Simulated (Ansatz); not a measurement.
Functionals compared on the (11-21) surface of hcp Sc in its 1x1 cell, outermost plane spacing 0.79 Å in the ideal cut, in Ansatz (plane waves, PAW). The structure was relaxed with PBE; the other rows are single points on it, each with its references at the same level. Cutoff 420 eV (500 eV for r2SCAN).

Set-up: 14 atoms, 10.3 Å thick at the start (thin: gaps and levels are the slab's own); mesh 8x7x1; 0.1 eV smearing; dipole correction on; all atoms relaxed; start symmetry kept, larger cells not searched; no spin, no spin-orbit, no U. These notes are the PBE run's.

| functional | surface energy (J/m²) | work function of the top face (eV) | rough cost of the single point |
|---|---|---|---|
| PBE | 1.38 | 3.08 | – |
| LDA | [?] | [?] | about 3 core-minutes (a rough figure) |
| PBEsol | 1.50 | 3.12 | roughly 4 core-minutes |
| RPBE | 1.28 | 2.97 | very roughly 4 core-minutes |
| r2SCAN | 1.48 | 3.09 | very roughly 6 core-minutes |

### Question
Complete the blanks.

### Answer

- LDA, surface energy (J/m²): 1.56
- LDA, work function of the top face (eV): 3.25

Ansatz is a quantum-chemistry and plane-wave program.
